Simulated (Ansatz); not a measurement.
Take SiC in the zinc blende structure (space group F-43m, No. 216; a = 4.357 Å) as the base.

Structures relaxed with r2SCAN, PAW, 500 eV (Ansatz, a quantum-chemistry and plane-wave program; scalar-relativistic without spin-orbit coupling), earlier PAW set.

Base:

Simulated powder pattern, Cu Kα, λ = 1.54184 Å (kinematic, ideal powder, no thermal factors, no anomalous dispersion; the 14 strongest lines at most, above 2 %, up to 2θ = 90°):

```tsv
2θ (°)	I/Imax (%)	hkl
35.70	100	(111)
41.45	18	(200)
60.07	46	(220)
71.87	35	(311)
75.61	5.0	(222)
```

One thing is altered: a hydrostatic pressure of 3 GPa.

**Question.** Predict the new powder pattern.

**Answer.** 
Simulated powder pattern, Cu Kα, λ = 1.54184 Å (kinematic, ideal powder, no thermal factors, no anomalous dispersion; the 14 strongest lines at most, above 2 %, up to 2θ = 90°):

```json
[
 {"2θ (°)": "35.85", "I/Imax (%)": "100", "hkl": "(111)"},
 {"2θ (°)": "41.64", "I/Imax (%)": "18", "hkl": "(200)"},
 {"2θ (°)": "60.35", "I/Imax (%)": "46", "hkl": "(220)"},
 {"2θ (°)": "72.23", "I/Imax (%)": "35", "hkl": "(311)"},
 {"2θ (°)": "75.99", "I/Imax (%)": "5.0", "hkl": "(222)"}
]
```

The indices refer to the base's conventional cell; one index is shown for lines that coincide.

Load acts through the strain it causes; cell and atoms are relaxed under it. No phonon test of stability was made.
